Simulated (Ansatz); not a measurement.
System: InP (model structure, started from the BeO type, P4₂/mnm, No. 136, 8 atoms in the cell). Method: PBEsol (Ansatz, a quantum-chemistry and plane-wave program, PAW).

Settings: plane-wave cutoff 520 eV, 6×6×10 k mesh (along the axes of the cell as run), Fermi–Dirac smearing 0.01 eV, scalar-relativistic PAW data made under PBE.

Cell (relaxed at this level):

```
CELL_PARAMETERS angstrom
      7.17480     0.00000     0.00000
      0.00000     7.17480     0.00000
      0.00000     0.00000     4.16218
ATOMIC_POSITIONS crystal
  In 0.32185 0.67815 0.00000
  In 0.67815 0.32185 0.00000
  In 0.82185 0.82185 0.50000
  In 0.17815 0.17815 0.50000
  P  0.31930 0.31930 0.00000
  P  0.68070 0.68070 0.00000
  P  0.18070 0.81930 0.50000
  P  0.81930 0.18070 0.50000
```

**Question.** What does this level give for the band gap?

**Answer.** 
band gap: 0.72 eV

Note: the relaxation could raise the start's symmetry but not lower it, so the cell can be a saddle point.

Spin–orbit coupling is not included.

Static lattice: no zero-point or thermal effects.

Cost on a shared machine: very roughly 80 core-seconds.

A model structure was made by putting elements into a prototype or built by hand; it is no filed structure, need not be a known phase, and can be a saddle point held by its symmetry.
